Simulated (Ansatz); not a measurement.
The reference is Ba in the bcc (W type) structure (space group Im-3m, No. 229; a = 4.883 Å; relaxed with 0.1 eV smearing). Axes: x, y, z lie along the cube axes.

Calculations: PBEsol (Ansatz, an electronic-structure program, PAW, no spin-orbit coupling).

Strains are applied to the cell and any free atomic positions relax.

One change was made to it. Results:

The energy grows by 0.4 meV/atom; the pressure (mean of the normal stresses, compression positive) remains 0.0 GPa.

Name the change that was made.
A) isotropic strain −5.22 %
B) strain tensor (xx, yy, zz, yz, xz, xy) = (+1.24, +0.83, −0.69, −1.69, −0.49, +0.95) %
C) tensor shear ε_xy = −0.71 %

C, tensor shear ε_xy = −0.71 %. For comparison, the energy relative to the base in the other runs: isotropic strain −5.22 % gives +44 meV/atom; strain tensor (xx, yy, zz, yz, xz, xy) = (+1.24, +0.83, −0.69, −1.69, −0.49, +0.95) % gives +3.6 meV/atom.

Whether these cells are dynamically stable was not tested. The base started in Cmcm and relaxed to Im-3m at this level.
